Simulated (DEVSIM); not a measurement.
System: Schottky contact on n-type Ge, at 300 K.

Layer 1 from the left is Ge, thickness (μm) 1.40, Nd (cm⁻³) 1.1e15, τn (s) 4.5e-7, τp (s) 4.5e-7.

Left contact: Schottky, work function 4.45 eV, emission velocity 4.9e6 cm/s. Right contact: ohmic. Voltage is applied to the left contact. Recombination: SRH at mid-gap. Mobility is μmin + (μ − μmin)/(1 + (N/Nref)^α).

The device is made up for the run: typed textbook-type constants, with dimensions and the other settings drawn at random. Values at 300 K.

Ge: gap (eV) 0.664, affinity (eV) 4, permittivity 16, Nc (cm⁻³) 1.04e19, Nv (cm⁻³) 6e18, μn (cm²/Vs) 3900, μp (cm²/Vs) 1900, μn,min 150, μp,min 100, Nref,n 2.6e17, Nref,p 4e17, αn 0.56, αp 0.6.

Simulated with DEVSIM: 1D drift-diffusion, Boltzmann statistics, complete ionisation; no tunnelling, impact ionisation, image-force lowering or self-heating. Metal contacts follow the ideal Schottky-Mott rule: no Fermi-level pinning, no interface dipoles.

Task: What does the simulation give for the largest field in the device at zero bias, the dark forward voltage at 100 A/cm², the potential step across the device at zero bias?

Result: largest field in the device at zero bias 7400 V/cm; dark forward voltage at 100 A/cm² 0.180 V; potential step across the device at zero bias 0.213 V.
